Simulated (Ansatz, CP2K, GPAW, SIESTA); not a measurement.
**Code comparison for PbO (P4/nmm, 4 atoms in the cell)**

Band-structure calculation.

```yaml
crystal:
  lattice:
    - [3.98000, 0.00000, 0.00000]
    - [0.00000, 3.98000, 0.00000]
    - [0.00000, 0.00000, 5.02000]
  atoms:
    - { symbol: Pb, position: [0.50000, 0.00000, 0.76500] }
    - { symbol: Pb, position: [0.00000, 0.50000, 0.23500] }
    - { symbol: O, position: [0.50000, 0.50000, 0.00000] }
    - { symbol: O, position: [0.00000, 0.00000, 0.00000] }
```

Shared settings, as Ansatz (a program for electronic structure) writes them: kpoints.mp_grid.grid = 6 6 5; scf.occupations.method = fermi_dirac; scf.occupations.width = 0.05 eV. Potentials and cutoffs stand in the table.

```json
[
 {"code": "SIESTA", "model": "GGA PBE, numerical atomic orbitals DZP, PseudoDojo PBE standard norm-conserving potentials (rewritten from UPF to PSML)", "gap along the path (eV)": "1.20", "smallest direct gap (eV)": "2.23", "cutoff": "grid 300 Ry"},
 {"code": "GPAW", "model": "PBE, GPAW PAW datasets PBE (gpaw-data 1.0.1)", "gap along the path (eV)": "1.23", "smallest direct gap (eV)": "2.30", "cutoff": "950 eV"},
 {"code": "CP2K", "model": "PBE, GPW, DZVP-MOLOPT-SR-GTH basis, GTH-PBE potentials (GTH_POTENTIALS)", "gap along the path (eV)": "1.14", "smallest direct gap (eV)": "2.08", "cutoff": "grid 450 Ry"},
 {"code": "Ansatz", "model": "PBE, default PAW files", "gap along the path (eV)": "1.25", "smallest direct gap (eV)": "2.32", "cutoff": "default"}
]
```

On Ansatz's run: spin-orbit coupling is off.

The spread over the programs that give each value: gap along the path within 0.11 eV; smallest direct gap within 0.24 eV.

SIESTA and CP2K use small atom-centred bases, whose incompleteness enters pressures, forces and empty levels differently from a plane-wave cutoff.

The starting cell has typed, rounded lattice constants, without a prior relaxation at this level.

Left out of this page: Quantum ESPRESSO (not drawn, or without a comparable value).

Keys are those of Ansatz 0.2.
